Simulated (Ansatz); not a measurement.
## A constructed model of the (100) surface of fcc Pd, a layer of Rh in place of the second plane (bottom of the slab: a bare face, its two planes held)

The numbers are results of PBE (plane waves to 420 eV, PAW; Ansatz, an electronic-structure program), not measurements.

Slab: 6 atoms, 9.9 Å thick at the start (thin: gaps and levels are the slab's own); k 13x13x1, smearing 0.1 eV, dipole-corrected; 2 atoms held, the rest relaxed; start symmetry kept, larger cells not searched; no spin, no spin-orbit, no U. It is one candidate, not shown to be the stable structure of the face.

- work function of the top face = 4.97 eV
- energy released by relaxation = 0.081 eV
- cost = roughly 70 core-seconds
